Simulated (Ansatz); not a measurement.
# A computed series for W: response to strain

Base system: W in the bcc (W type) structure (space group Im-3m, No. 229; relaxed with 0.1 eV smearing).

```
CELL_PARAMETERS angstrom
     -1.58470     1.58470     1.58470
      1.58470    -1.58470     1.58470
      1.58470     1.58470    -1.58470
ATOMIC_POSITIONS crystal
  W  0.00000 0.00000 0.00000
```

Cartesian axes are those of the cell as printed.

Strains are applied to the cell and any free atomic positions relax; under biaxial strain the out-of-plane vector relaxes too.

Calculations: r2SCAN, PAW, 500 eV (Ansatz, a program for electronic structure; without spin-orbit coupling), earlier PAW set.

Candidates:
(a) biaxial strain −1.75 %, plane normal [001], relaxed out of plane
(b) isotropic strain −2.19 %
(c) biaxial strain −2.72 %, plane normal [111], relaxed out of plane

Notes on the quantities. energy relative to the base: free energy F.

Question: Order them by energy relative to the base, highest first.

Answer: (b) isotropic strain −2.19 % (+73 meV/atom), (c) biaxial strain −2.72 %, plane normal [111], relaxed out of plane (+42 meV/atom), (a) biaxial strain −1.75 %, plane normal [001], relaxed out of plane (+19 meV/atom)

No phonon test of stability was made. The final runs are not spin-polarised.
